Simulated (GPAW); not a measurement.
```
MnO
1.0
    4.39560     2.19780     2.19780
    2.19780     4.39560     2.19780
    2.19780     2.19780     4.39560
Mn O
2 2
Direct
  0.00000   0.00000   0.00000
  0.50000   0.50000   0.50000
  0.25000   0.25000   0.25000
  0.75000   0.75000   0.75000
```
Moments meant for the start (each program seeds them in its own way; μB, in the order of the atoms Mn Mn O O): 5.0 -5.0 0.0 0.0.

Level of theory: PBE+U, GPAW PAW datasets PBE (gpaw-data 1.0.1) (plane waves; GPAW).

The set-up and first iterations of a GPAW log for MnO (Fm-3m, 4 atoms in the cell):

```
Input parameters:
  convergence: {bands: -2,
                forces: 0.001}
  kpts: [7 7 7]
  maxiter: 100
  mode: {ecut: 950.0,
         name: pw}
  nbands: -4
  occupations: {fixmagmom: False,
                name: fermi-dirac,
                width: 0.01}
  setups: {Mn: :d,3.0}
  spinpol: True
  symmetry: {symmorphic: False,
             tolerance: 0.0005}
  xc: PBE

species:
  Mn:
    name: Manganese
    Z: 25.0
    valence: 15
    core: 10
    charge: 0.0
    Hubbard: {U: 3.0,  # eV
              l: 2,
              scale: True}
    file: Mn.PBE.gz

    # Using partial waves for Mn as LCAO basis

  O:
    name: Oxygen
    Z: 8.0
    valence: 6
    core: 2
    charge: 0.0
    file: O.PBE.gz

    # Using partial waves for O as LCAO basis

Reference energy: -67109.880748  # eV

Spin-polarized calculation.
Initial magnetic moment: 0.000000

Convergence criteria:
 Maximum [total energy] change in last 3 cyles: 0.0005 eV / valence electron
   [... lines left out ...]

Eigensolver

Densities:
  Coarse grid: 40*40*40 grid
  Fine grid: 80*80*80 grid
  Total Charge: 0.000000

Density mixing:
  Method: difference
  Backend: pulay
  Linear mixing parameter: 0.05
  old densities: 5
  Damping of long wavelength oscillations: 50

Hamiltonian:
  XC and Coulomb potentials evaluated on a 80*80*80 grid
  External potential:
    NoExternalPotential

XC parameters: PBE with 2 nearest neighbor stencil

Number of atoms: 4
Number of atomic orbitals: 34
Number of bands in calculation: 25
Number of valence electrons: 42
Bands to converge: 23

Density initialized from atomic densities
  25 bands from LCAO basis set

Atomic positions and initial magnetic moments

Positions:
   0 Mn     0.000000    0.000000    0.000000    ( 0.0000,  0.0000,  5.0000)
   1 Mn     4.395600    4.395600    4.395600    ( 0.0000,  0.0000, -5.0000)
   2 O      2.197800    2.197800    2.197800    ( 0.0000,  0.0000,  0.0000)
   3 O      6.593400    6.593400    6.593400    ( 0.0000,  0.0000,  0.0000)

Unit cell:
           periodic     x           y           z      points  spacing
  1. axis:    yes    4.395600    2.197800    2.197800    40     0.0663
  2. axis:    yes    2.197800    4.395600    2.197800    40     0.0663
  3. axis:    yes    2.197800    2.197800    4.395600    40     0.0663

  Lengths:   5.383489   5.383489   5.383489
  Angles:   33.557310  33.557310  33.557310

Effective grid spacing dv^(1/3) = 0.0872
     iter     time        total  log10-change:         magmom
                         energy   eigst   dens  force
iter:   1 --:--:--   -35.943663   +0.66                  +0.0000
iter:   2 --:--:--   -35.486124   -0.28  -1.11           +0.0000
iter:   3 --:--:--   -34.075999   -0.39  -1.16           -0.0000
iter:   4 --:--:--   -34.145580   -0.56  -1.44           -0.0000
iter:   5 --:--:--   -34.172488   -0.56  -1.68           -0.0000
iter:   6 --:--:--   -34.250860   -1.21  -1.89           +0.0000
iter:   7 --:--:--   -34.233712   -1.77  -1.73           +0.0000
iter:   8 --:--:--   -34.040483   -0.85  -1.86           -0.0000
iter:   9 --:--:--   -34.047881   -1.80  -2.73           +0.0000
iter:  10 --:--:--   -34.049706c  -2.24  -3.13           +0.0000
iter:  11 --:--:--   -34.049986c  -2.64  -3.33           +0.0000
iter:  12 --:--:--   -34.050526c  -2.75  -3.48           +0.0000
iter:  13 --:--:--   -34.050244c  -3.18  -3.26           +0.0000
iter:  14 --:--:--   -34.050490c  -3.44  -3.30           -0.0000
```

Task: How does the run end?

Result: The run converged in 46 iterations. Its thresholds were met; that alone does not show that basis and mesh suffice. It ends on: free energy E − TS (from the program's reference atoms) -34.0502 eV; top of the valence band (on the code's own zero) 7.18 eV; gap on the k-point mesh 1.78 eV; size of the cell's spin moment 0.00 μB; site moments (μB, in the program's spheres or projections) Mn 4.42, Mn -4.42, O 0.00, O 0.00. The log goes on:

```
   [... 6 lines left out ...]
iter:  21 --:--:--   -34.050148c  -4.55  -3.81           +0.0000
iter:  22 --:--:--   -34.050146c  -4.94  -3.93           +0.0000
   [... lines left out ...]
iter:  26 --:--:--   -34.050157c  -4.88  -4.16c          +0.0000
iter:  27 --:--:--   -34.050152c  -5.31  -4.11c          +0.0000
iter:  28 --:--:--   -34.050161c  -4.90  -4.49c          +0.0000
iter:  29 --:--:--   -34.050156c  -5.52  -4.11c          +0.0000
   [... 11 lines left out ...]
iter:  41 --:--:--   -34.050151c  -7.09  -5.18c          +0.0000
iter:  42 --:--:--   -34.050151c  -7.08  -5.17c          +0.0000
iter:  43 --:--:--   -34.050151c  -7.21  -5.44c          +0.0000
iter:  44 --:--:--   -34.050151c  -7.34  -5.64c          +0.0000
iter:  45 --:--:--   -34.050151c  -7.52c -5.75c          +0.0000
iter:  46 --:--:--   -34.050151c  -7.57c -5.73c -9.08c   +0.0000
Converged after 46 iterations.

Dipole moment: (0.000000, 0.000000, 0.000000) |e|*Ang

Total magnetic moment: (0.000000, 0.000000, 0.000000)
Local magnetic moments:
   0 Mn ( 0.000000,  0.000000,  4.420697)
   1 Mn ( 0.000000,  0.000000, -4.420697)
   2 O  ( 0.000000,  0.000000,  0.000000)
   3 O  ( 0.000000,  0.000000,  0.000000)

Energy contributions relative to reference atoms: (reference = -67109.880748)

Kinetic:        +66.331137
Potential:      -55.777588
External:        +0.000000
XC:             -45.159566
Entropy (-ST):   -0.000000
Local:           +0.555866
SIC:             +0.000000
--------------------------
Free energy:    -34.050151
Extrapolated:   -34.050151

Spin contamination: 4.690371 electrons
Showing only first 2 kpts
                      Up                     Down
 Kpt  Band  Eigenvalues  Occupancy  Eigenvalues  Occupancy
  0    19      6.56101    1.00000      6.56101    1.00000
  0    20      6.56101    1.00000      6.56101    1.00000
   [... lines left out ...]
Fermi level: 7.59427
Gap: 1.782 eV
   [... lines left out ...]
Direct gap: 2.398 eV
Transition at: (s=1->0, k=0, n=20, [0.00, 0.00, 0.00])
Energy (eV): -34.050151

Forces in eV/Ang:
  0 Mn   -0.00000    0.00000    0.00000
  1 Mn   -0.00000    0.00000    0.00000
  2 O    -0.00000   -0.00000   -0.00000
  3 O     0.00000    0.00000    0.00000

Stress tensor:
    -0.077161     0.009047     0.009047
     0.009047    -0.077161     0.009047
     0.009047     0.009047    -0.077161
Stress (GPa, Voigt): [-12.3625 -12.3625 -12.3625   1.4495   1.4495   1.4495]
```

For comparison: a first run (DFT PBE, plane waves, GPAW PAW datasets PBE (gpaw-data 1.0.1)) was changed to give this one (setups: default → {Mn: :d,3.0}), and from it to this one the gap on the mesh goes from 0.902 to 1.782 eV.

The starting cell has typed, rounded lattice constants, without a prior relaxation at this level. Its lattice was rescaled by a random factor within 2.5 % of one. The magnetic order is the one reached from the typed start; others were not searched systematically. With U or open f shells several self-consistent states can exist.

The run was DFT PBE+U, plane waves, GPAW PAW datasets PBE (gpaw-data 1.0.1). Main settings of its input:

```
setting                    value
------------------  ------------
spinpol                     true
mode                          pw
ecut                      950 eV
xc                           PBE
setups              {Mn: :d,3.0}
kpts                       7 7 7
mesh shift (steps)         0 0 0
occupations.name     fermi-dirac
occupations.width        0.01 eV
nbands                        -4
convergence.forces    0.001 eV/Å
convergence.bands             -2
```
